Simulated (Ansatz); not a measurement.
Amorphous Si₂₄O₄₈H₂, 74 atoms at 2.18 g/cm³, one PBE-relaxed geometry, zone centre. Methods: PBE, scalar-relativistic without spin-orbit coupling (Ansatz, an electronic-structure program); r2SCAN, scalar-relativistic without spin-orbit coupling (Ansatz); HSE06, scalar-relativistic without spin-orbit coupling (Ansatz). Plane waves to 420 eV (r2SCAN 500 eV); exact exchange is cut at the cell's faces. The usual formal charges leave 2 electrons over, so the level spacing at the Fermi energy parts defect or band states and needn't be the band gap. At PBE the levels at both edges of the gap are localised (band-tail or defect states), and the nearest spread-out levels lie 5.8 eV apart at the zone centre. The higher rungs were started with moments on some atoms, which died out.

It comes from a melt-quench run on a machine-learned potential (CHGNet), relaxed afterwards by DFT. O atoms were pushed apart under 1.9 Å during the dynamics, to hinder bonds among them. The hot cell started wider than the set density and was brought back towards it in steps. It is the lowest in DFT energy of 2 quenches. It is a model cell: composition and starting density were chosen by hand, and all elements were melted together. No dispersion term was used. Its density started from a set value of 2.18 and ended at 2.18 g/cm³. The simulated quench (nominally 530 K/ps over its main leg) is rapid and tends to freeze in more defects than a deposited or slowly cooled glass has. A cell of this size samples the disorder only roughly. The volume was held where the preparation left it and the shape relaxed, at a PBE pressure of 1.6 GPa. Stress components on the final sampling reach 1.6 GPa.

The relaxation ran on the zone centre alone. At PBE the level spacing at the Fermi energy is 3.73 eV on a 2×2×2 Γ-centred mesh, and the spacing at the zone centre alone 3.79 eV.

Problem. What zone-centre spacing does r2SCAN give, roughly?

Solution. 4.08 eV (+0.29 eV against PBE).

Problem. What zone-centre spacing does HSE06 give, roughly?

Solution. 5.01 eV (+1.22 eV against PBE).

The highest filled and the lowest empty state spread over these numbers of atoms (participation numbers): PBE: 2.6 and 2.7; r2SCAN: 2.5 and 2.6; HSE06: 2.4 and 2.7.
